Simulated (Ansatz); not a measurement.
We consider NiAs-type NiSb, described by PBE in Ansatz (PAW).

Numerical settings: plane-wave cutoff 520 eV, 18×18×12 k mesh (along the axes of the cell as run), Fermi–Dirac smearing 0.05 eV, no spin polarisation, scalar-relativistic PAW data made under PBE.

Energies at three volumes about the minimum:

```
V (Å³/atom)  E − E_lowest (meV/atom)
-----------  -----------------------
17.296                          2.58
17.649                          0.00
18.002                          2.35
```

Question: Fit a parabola by hand: where is the minimum, and what is the bulk modulus?

Answer: Slopes: (0.00 − 2.58)/(17.649 − 17.296) = -7.309 and (2.35 − 0.00)/(18.002 − 17.649) = 6.657 meV/Å³. Curvature E″ = 2 × (6.657 − (-7.309))/(18.002 − 17.296) = 39.564 meV/Å⁶. From the middle of the first interval, the slope vanishes at V0 = 17.4725 − (-7.309)/39.564 = 17.657 Å³/atom. B = V0 E″ = 17.657 × 39.564 meV/Å³ × 0.1602 GPa per meV/Å³ = 112 GPa. The full Birch–Murnaghan fit to all volumes gives V0 = 17.650 Å³/atom and B0 = 112 GPa.

Shape and atoms are relaxed at each volume.

Ansatz is a first-principles code.
